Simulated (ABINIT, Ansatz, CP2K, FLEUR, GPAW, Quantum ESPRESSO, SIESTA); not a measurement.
**Sb (R-3m, 2 atoms in the cell) computed with different codes at matched settings**

Self-consistent single point.

```xyz
2
Lattice="2.1636 1.2491 3.8061 -2.1636 1.2491 3.8061 0.0000 -2.4983 3.8061" Properties=species:S:1:pos:R:3 pbc="T T T"
Sb     0.0000     0.0000     3.0631
Sb     0.0000     0.0000     8.3553
```

All programs got the same cell, k-point mesh and kind of occupations (in Ansatz's words: kpoints.mp_grid.grid = 8 8 8; scf.occupations.method = fermi_dirac; scf.occupations.width = 0.136 eV); potentials, basis and cutoffs are each program's usual ones.

```
code                                                                                                                                model  pressure (GPa)  largest force (eV/Å)  k-points           cutoff
----------------  -----------------------------------------------------------------------------------------------------------------------  --------------  --------------------  --------  ---------------
SIESTA            GGA PBE, numerical atomic orbitals DZP, PseudoDojo PBE standard norm-conserving potentials (rewritten from UPF to PSML)            2.85                 0.640       296      grid 300 Ry
ABINIT                                                           PBE, norm-conserving pseudopotentials (PseudoDojo nc-sr-05 PBE standard)            1.87                 0.284        65            40 Ha
CP2K                                                              PBE, GPW, DZVP-MOLOPT-SR-GTH basis, GTH-PBE potentials (GTH_POTENTIALS)            2.81                 0.319       260      grid 400 Ry
GPAW                                                                                         PBE, GPAW PAW datasets PBE (gpaw-data 1.0.1)            1.71                 0.260        65           600 eV
Quantum ESPRESSO                                                                          PBE, PSlibrary ultrasoft (PBE) pseudopotentials            1.85                 0.301        65            30 Ry
FLEUR                                                                        PBE, all-electron FLAPW (FLEUR), scalar-relativistic valence               –                 0.290        65  Kmax 3.9 1/bohr
Ansatz                                                                                                             PBE, default PAW files            1.98                 0.277        65          default
```

A dash marks a value that a program does not give, or that is left out as unsure.

The spread over the programs that give each value: pressure within 1.14 GPa; largest force within 0.380 eV/Å.

The starting cell comes from a database of computed structures (which also holds hypothetical and non-ambient phases and stackings), without a prior relaxation at this level. Its lattice was rescaled by a random factor within 2.5 % of one. On Ansatz's run: Spin-orbit coupling is off.

Question: Why do the programs differ, and what cannot be compared?

Answer: Differences of this kind can come from the potentials, where these differ, and from what each basis and cutoff leave unconverged. The valence holds different numbers of electrons (SIESTA 30, ABINIT 30, CP2K 10, GPAW 30, Quantum ESPRESSO 10, FLEUR 30, Ansatz (an electronic-structure program) 30). The zero of total energies and Fermi levels follows the potentials and each program's conventions, so they are not compared here. SIESTA and CP2K use small atom-centred bases, whose incompleteness enters pressures, forces and empty levels differently from a plane-wave cutoff. FLEUR treats all electrons, but the usual bases taken here (sphere radii, linearisation, local orbitals, empty states) were not tested for convergence, so the values are no reference for the others. Ansatz's pressure is given at a fixed set of plane waves, as the other plane-wave codes print theirs; with its correction for the finite basis it is 2.02 GPa. The programs reduce the same mesh by symmetry to different extents, which changes the work and not the result. In the force vectors, SIESTA (by 0.360) lies more than 0.08 eV/Å from the median of the plane-wave programs.

Left out of this page: Elk (not drawn, or without a comparable value).

Keys are those of Ansatz 0.2.
